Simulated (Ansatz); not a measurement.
Data:

```xyz
6
Lattice="-1.9748 1.9748 8.4590 1.9748 -1.9748 8.4590 1.9748 1.9748 -8.4590" Properties=species:S:1:pos:R:3 pbc="T T T"
P      1.9748     0.0000     1.5712
P      1.9748     0.0000     6.8878
P      0.0000     1.9748     4.2295
Ga     0.0000     0.0000    14.0250
Ga     0.0000     0.0000     2.8931
In     0.0000     0.0000     8.4590
```

No spin polarisation.

Calculations: r2SCAN/PAW in Ansatz (a quantum-chemistry and plane-wave program), no spin-orbit coupling. Γ-centred 12×12×12 mesh, Fermi–Dirac width 0.05 eV.

Problem. Predict the electron mass, band gap, valence-band top at Γ and gap character.

Solution. 
- Electron mass: 0.16 mₑ along c, 0.12 mₑ across (at Γ)
- Band gap: 1.62 eV
- Valence-band top at Γ (three highest levels, from the VBM): 0.00, 0.00, -0.15 eV
- Gap character (in this cell's own zone, which can be folded): direct at Γ

These are small ordered cells, not random alloys; other orderings at the same x differ. Effective masses come from finite differences of ±0.01 Å⁻¹. Whether these cells are dynamically stable was not tested. The cell was made from InP by this change: x(Ga) = 0.667, 6 atoms, I-4m2.
